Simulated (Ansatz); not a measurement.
Base system: BP in the zinc blende structure (space group F-43m, No. 216; a = 4.5366 Å).

Computed with r2SCAN, PAW, 500 eV (Ansatz, an electronic-structure program; spin-orbit coupling left out).

One change was made to it. Results:

| quantity | base | after |
|---|---|---|
| volume per atom | 11.67 Å³ | 25.76 Å³ |
| band gap | 1.41 eV | 1.03 eV |

**Question.** What was done to the base?
A) B → In
B) B → Ag
C) B → Hg

**Answer.** A, B → In. For comparison, the band gap in the other runs: B → Ag gives zero; B → Hg gives zero.

Whether these cells are dynamically stable was not tested. As relaxed here, AgP and HgP are hypothetical phases, not in the database extracts checked. The final runs are not spin-polarised. An odd electron count without spin: HgP.
